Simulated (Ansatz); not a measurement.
Data:

```yaml
crystal:
  lattice:
    - [3.01301, 0.00000, 0.00000]
    - [0.00000, 3.01301, 0.00000]
    - [0.00000, 0.00000, 3.73544]
  atoms:
    - { symbol: Hg, position: [0.00000, 0.00000, 0.00000] }
    - { symbol: Pd, position: [0.50000, 0.50000, 0.50000] }
```

Method: PBEsol, DFPT electron-phonon coupling, linearised Boltzmann equation (plane waves, PAW, scalar-relativistic; Ansatz, a quantum-chemistry and plane-wave program). Cell: relaxed with this functional, without spin-orbit coupling.

Question: What phonon-limited resistivity does this give at 300 K?

Answer: 4.9 (x), 4.9 (y), 2.6 (z) μΩ·cm.

Question: And the electrons' mean free path at that temperature?

Answer: 33 (x), 33 (y), 36 (z) nm, weighted by the current that each state carries. Wires not much wider than this gain resistivity from their walls.

A metal at this level (no band gap). Only scattering by harmonic phonons is included (no impurities, grain boundaries, electron-electron scattering or thermal expansion). Spin-orbit coupling is left out, which matters with elements this heavy. The run warned that the eigensolver left some states short of its tolerance. Halving the electron mesh (28x28x24) moves the resistivity by up to 10 % at 300 K, the mean free path by up to 5 %. Smearing 0.20 eV; phonons on a 5x5x4 q mesh, which this run doesn't test.

Formula and space group known from diffraction (Crystallography Open Database), not checked to be the room-temperature form: PdHg (P4/mmm).
